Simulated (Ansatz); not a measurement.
## Hypothetical P6_3/mmc SnS2: thickness series

Start from SnS$_{2}$ in the 2H-MoS2 type structure (space group P6_3/mmc, No. 194; a hypothetical phase, not in the database extracts checked; layered, stacked along the Cartesian z axis).

```cif
data_S4Sn2
_chemical_formula_sum 'Sn2 S4'
_space_group_name_H-M_alt 'P63/mmc'
_space_group_IT_number 194
_space_group_name_Hall '-P 6c 2c'
_cell_length_a 3.56116
_cell_length_b 3.56116
_cell_length_c 11.14847
_cell_angle_alpha 90.000
_cell_angle_beta 90.000
_cell_angle_gamma 120.000
loop_
_atom_site_label
_atom_site_type_symbol
_atom_site_symmetry_multiplicity
_atom_site_Wyckoff_symbol
_atom_site_fract_x
_atom_site_fract_y
_atom_site_fract_z
_atom_site_occupancy
Sn1 Sn 2 c 0.33333 0.66667 0.25000 1
S1 S 4 f 0.66667 0.33333 0.10583 1
```

Free-standing slabs (3 atom(s) a layer) normal to the stacking axis with 15 Å of vacuum; in-plane cell relaxed.

Method: PBEsol-D3(BJ), PAW, 420 eV (Ansatz, an electronic-structure program; spin-orbit coupling left out).

Computed cases, in order: 1 layer; 2 layers; 3 layers; 4 layers.

### Question
Between which two neighbouring cases does the band gap open or close?

### Answer
Between 2 layers (0.38 eV) and 3 layers (zero). The whole series: 1 layer: 0.73 eV; 2 layers: 0.38 eV; 3 layers: zero; 4 layers: zero.

Stability against distortions was not tested. The final runs are not spin-polarised. The zero or small gap of SnS2 can change with the level of theory.
